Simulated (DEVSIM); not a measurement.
Structure: Ni/TiO2/n-InP capacitor, at 300 K.

| layer (left to right) | material | thickness (nm) | Nd (cm⁻³) |
|---|---|---|---|
| 1 | TiO2 | 2.40 | - |
| 2 | InP | 8500 | 5.4e15 |

Metal gate on the left, work function 5.1 eV. Fixed charge at the semiconductor interface 0 cm⁻² (in units of +e); no interface traps.

The device is made up for the run: typed textbook-type constants, with dimensions and the other settings drawn at random. Values at 300 K.

```
parameter      TiO2     InP
-------------  ----  ------
gap (eV)        3.2   1.344
affinity (eV)   3.9    4.38
permittivity     60    12.5
Nc (cm⁻³)         -  5.7e17
Nv (cm⁻³)         -  1.1e19
```

Simulated with DEVSIM: 1D Poisson equation in equilibrium, Boltzmann statistics, complete ionisation; no quantum confinement or tunnelling. Metal contacts follow the ideal Schottky-Mott rule: no Fermi-level pinning, no interface dipoles.

The gate work function was swept, all else fixed.

```tsv
gate work function (eV)	threshold voltage (band bending 2φF) (V)	flat-band voltage (V)
4.8	-0.73	0.30
4.95	-0.58	0.45
5.1	-0.43	0.60
5.25	-0.28	0.75
5.4	-0.13	0.90
```

From the first row to the last the threshold voltage (band bending 2φF) goes from -0.73 to -0.13. From the first row to the last the flat-band voltage goes from 0.30 to 0.90.
